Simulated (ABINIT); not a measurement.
# A short convergence ladder for La (P3m1, 4 atoms in the cell)

```
CELL_PARAMETERS angstrom
      1.87557    -3.24859     0.00000
      1.87557     3.24859     0.00000
      0.00000     0.00000    12.09920
ATOMIC_POSITIONS crystal
  La 0.00000 0.00000 0.50413
  La 0.00000 0.00000 0.00000
  La 0.33333 0.66667 0.25000
  La 0.66667 0.33333 0.75000
```

Base method: PBEsol, PAW (JTH v2.0 PBE PAW, files made for PBE) (plane waves; ABINIT 10.0.3).

Base settings: pseudos = [La.GGA_PBE-JTH.xml]; ecut = 26 Ha; pawecutdg = 52 Ha; ixc = -116133; occopt = 3; tsmear = 0.00367493 Ha; ngkpt = 5 5 2; nshiftk = 1; shiftk = 0 0 0; potentials = JTH v2.0 PBE PAW.

The count of work is k-points × plane waves × bands × iterations; it is no time. 

**The k-point mesh**

The second cell is the first with its lattice scaled by 0.98.

Only quantities that move along the ladder and can be compared are tabulated.

These are the values that this program gave, and no reference: the one-centre exchange-correlation terms come from a truncated expansion.

```csv
ngkpt,free energy less the last step's (meV/atom),energy of the compressed cell less the first (meV/atom),pressure (GPa),largest difference of a force vector from the last step's (eV/Å),count of work / last
2 2 1,-995.00,-105.59,-8.28,0.145,0.085
4 4 1,74.51,-7.83,-1.13,0.041,0.42
4 4 2,32.25,-10.58,-1.40,0.040,0.80
5 5 2,0.00,-9.43,-1.45,0.000,1.0
```

Coarsest ngkpt that holds the free energy within 5 meV/atom: not settled: the last two steps still differ by 32 meV/atom, over half the tolerance, so the ladder does not show it.

Coarsest ngkpt that holds the energy of the compressed cell less the first within 2 meV/atom: not settled: the last two steps still differ by 1.2 meV/atom, over half the tolerance, so the ladder does not show it.

Coarsest ngkpt that holds the pressure within 0.2 GPa of the last step, with all finer ones: 4 4 2; the step before is off by 0.32 GPa.

On the base run: the starting cell has typed, rounded lattice constants, without a prior relaxation at this level. Its lattice was rescaled by up to half a per cent. One atom was moved a little off its site on purpose. The potentials were made for another functional than the one used. Without a gap this mesh is coarse (it stands for a supercell whose shortest vector is 19 Å).
